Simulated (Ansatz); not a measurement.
## MgSe in the rock salt structure (space group Fm-3m, No. 225)

MgSe is modelled in the cubic space group Fm-3m (No. 225), the rock salt structure, Pearson symbol cF8. Conventional cell: a = b = c = 5.5084 Å, α = β = γ = 90.00°. Se on 4a sees 6 Mg at 2.754 Å (octahedral). Mg on 4b is surrounded by 6 Se at 2.754 Å (octahedral). (Neighbours: up to the widest gap in distance over summed covalent radii, below 1.35, at either atom; cation-cation and far metal-metal contacts left out.)
(The calculation used a cell of 2 atoms; values per cell refer to that cell.)

The values are results of Ansatz (a quantum-chemistry and plane-wave program), PBE, PAW, cutoff 420 eV, no spin-orbit coupling, not measurements. Settings: 10×10×10 k-points, 0.05 eV Fermi–Dirac smearing.

* **Volume per atom**: 20.89 Å³
* **Density**: 4.10 g/cm³
* **Band gap**: 1.77 eV, indirect, Γ → X
* **Electron mass**: 0.48 mₑ along k, 0.24 mₑ across
* **Hole mass (degenerate bands, along [100])**: 0.16, 0.82, 0.82 mₑ
* **Lowest conduction-band minima above the VBM**: X along ⟨100⟩ 1.77 eV; Γ 2.40 eV
* **Total energy**: -3697.682 eV/atom (σ→0; compares only within this code and set-up)

Masses are band curvatures over ±0.01 Å⁻¹ around the edge. Along k means along the line from Γ to the band edge. Whether these cells are dynamically stable was not tested.
